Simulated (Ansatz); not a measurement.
LiNbO3: stress against strain

LiNbO3 (R3c, 10.146 Å³/atom and stress up to 0.01 GPa in the relaxed cell, c along z) under an equal strain ε in the (0001) plane with the normal axis free, as in a coherent film. LDA in Ansatz, a plane-wave DFT program (PAW, default set), 420 eV, 8×8×8 Γ-centred mesh, Fermi-Dirac smearing 0.05 eV; ions are relaxed, or left where forces stay under 0.02 eV/Å, within the symmetry of each cell. Stress is positive for a compressed cell.

Here s stands for strain and y for stress xx.

| strain (%) | stress xx (GPa) |
|---|---|
| -1.50 | 3.75 |
| -0.75 | 1.82 |
| 0.00 | 0.00 |
| 0.75 | -1.73 |
| 1.50 | -3.36 |
| 3.00 | ? |

Taking a straight line for y over the 5 complete rows: Means: s 0, y 0.096. About the means, the sum of products is -13.328 and the sum of squares of s is 5.6250; the slope is their ratio. Least squares gives y = 0.096 - 2.3693·s. Residuals (row less fit): 0.100, -0.053, -0.096, -0.049, 0.098; standard error 0.107 (degrees of freedom: 3). The slope gives the biaxial elastic modulus of this plane = 237 ± 4 GPa (± standard error of the fit, which holds the terms cut off).

Q: What does the fit predict for y at s = 3.00, and how far is the calculated value from it?

A: y = 0.096 - 2.3693 × 3.00 = -7.012 GPa. The calculation gives -6.29 GPa, 0.722 GPa above the prediction (7.2 % of the range of y in the table). The row lies outside the fitted rows, so this is an extrapolation. From the scatter of the fitted rows alone, a prediction at this place has a standard error of 0.178 GPa, so the miss is 4.1 times that.

A polynomial of degree 2 through the 8 other runs of the series gives -6.31 there, so most of the miss is curvature that the fit leaves out. The start is a measured cell from the literature; how it stands against other phases or cation orders wasn't checked. Rows are the converged runs of the series near zero and its far end; series whose fitted rows scatter by over a few per cent of the range, as at a crossing or softening among them, aren't shown in this form, nor equations of state whose B0' disagrees with the runs' pressures. Most that stay on the fit to the last digits aren't either.
